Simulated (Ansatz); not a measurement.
Consider a periodic stack without vacuum, tetragonal indium (1 1 0) on wurtzite ZnO (1 0 0) (film strained to the substrate, started from cuts of the bulks and a machine-learned relaxation; slabs Zn20O20 and In12, which can lie off the formulas): substrate slab Zn20O20, film In12, surface cells [[1, 0], [-1, 2]] and [[1, 0], [2, 3]], film strained by -4.8 and +4.2 %, outermost planes OZn/OZn and In/In as cut, which need not be the usual terminations and can put a slab off its formula. Its start:

```
CELL_PARAMETERS angstrom
      3.27949     0.00000    -0.00351
     -3.27949    10.58758    -0.00113
      0.79341    -0.01084    24.68281
ATOMIC_POSITIONS crystal
  Zn 0.72561 0.24840 0.08906
  Zn 0.22228 0.74524 0.08951
  Zn 0.49377 0.50803 0.05316
  Zn 0.98304 0.99849 0.05776
  O  0.91324 0.43603 0.08966
  O  0.41370 0.93726 0.09269
  O  0.16976 0.18385 0.05189
  O  0.67586 0.69065 0.05455
  Zn 0.19700 0.24760 0.20570
  Zn 0.69535 0.74622 0.20616
  Zn 0.95641 0.49819 0.16682
  Zn 0.45625 0.99825 0.16961
  O  0.38607 0.43685 0.20547
  O  0.88572 0.93647 0.20714
  O  0.64600 0.18746 0.16673
  O  0.14516 0.68709 0.16801
  Zn 0.67075 0.24779 0.32117
  Zn 0.16973 0.74708 0.32173
  Zn 0.42805 0.49718 0.28247
  Zn 0.92948 0.99728 0.28389
  O  0.85888 0.43701 0.32140
  O  0.36026 0.93695 0.32245
  O  0.11878 0.18686 0.28280
  O  0.61831 0.68671 0.28339
  Zn 0.15028 0.25056 0.43578
  Zn 0.64957 0.74997 0.43661
  Zn 0.90401 0.49846 0.39828
  Zn 0.40813 0.99845 0.39897
  O  0.33580 0.43926 0.43716
  O  0.84028 0.93954 0.43839
  O  0.59624 0.18803 0.39852
  O  0.09661 0.68826 0.39902
  Zn 0.64811 0.26606 0.54358
  Zn 0.13611 0.75575 0.55015
  Zn 0.38312 0.50238 0.51540
  Zn 0.89036 0.99869 0.51579
  O  0.81605 0.44401 0.55015
  O  0.32469 0.94167 0.55497
  O  0.07554 0.18793 0.51377
  O  0.58233 0.69353 0.51427
  In 0.86265 0.32746 0.66881
  In 0.22778 0.66560 0.66700
  In 0.41258 0.98206 0.64863
  In 0.22804 0.15745 0.74763
  In 0.55637 0.49688 0.75578
  In 0.91489 0.84592 0.74833
  In 0.54155 0.00867 0.86318
  In 0.86227 0.32496 0.85662
  In 0.20626 0.67040 0.85771
  In 0.85328 0.83926 0.94361
  In 0.19070 0.18043 0.95704
  In 0.50874 0.49542 0.94450
```

The start was prepared with a machine-learned potential, and the result is one local minimum, with the in-plane cell held and forces under 0.04 eV/Å; the film can end far from its bulk form.

Level of theory: PBE (plane waves to 420 eV, PAW; Ansatz, an electronic-structure program). Scalar-relativistic, without spin–orbit coupling; the runs are not spin-polarised; PBE gaps are too small against experiment. Its k-point mesh 8×3×1, Fermi–Dirac width 0.05 eV.

Question: Predict the relaxed interface.

Answer: The interface area is 34.7 Å² and the period comes out as 24.25 Å. The heights between the nearest atoms of the two slabs at the two interfaces is 1.92 and 1.89 Å, the In–Zn contacts across the interfaces within 1.22 times the sum of covalent radii comes out as 6, mean 2.89 Å and the In–O contacts across the interfaces within 1.22 times the sum of covalent radii comes out as 4, mean 2.32 Å. The estimate of the barrier is withheld, since the Fermi level falls at or inside a band of the host, which a slab this thin can't settle.
